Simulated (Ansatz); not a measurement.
Ba2TiO4 (P4/mmm, No. 123, 7 atoms in the cell; start mp-36194; a measured phase of this formula has another space group), treated with PBEsol+SOC (Ansatz, an electronic-structure program, PAW).

Settings: plane-wave cutoff 520 eV, 10×10×4 k mesh (along the axes of the cell as run), Fermi–Dirac smearing 0.01 eV, PAW data made under PBE.

Cell (relaxed with PBEsol):

```
Ba2TiO4
1.0
    3.91701     0.00000     0.00000
    0.00000     3.91701     0.00000
    0.00000     0.00000    11.20603
Ba Ti O
2 1 4
Direct
  0.00000   0.00000   0.67307
  0.00000   0.00000   0.32693
  0.50000   0.50000   0.50000
  0.00000   0.50000   0.50000
  0.50000   0.00000   0.50000
  0.50000   0.50000   0.67511
  0.50000   0.50000   0.32489
```

Q: Estimate the band gap that the calculation returns.

A: 
band gap: 1.94 eV (direct)

The computed numbers hold no vibrational or temperature effects.

A start named mp-… is a Materials Project structure, which need not be a measured phase.
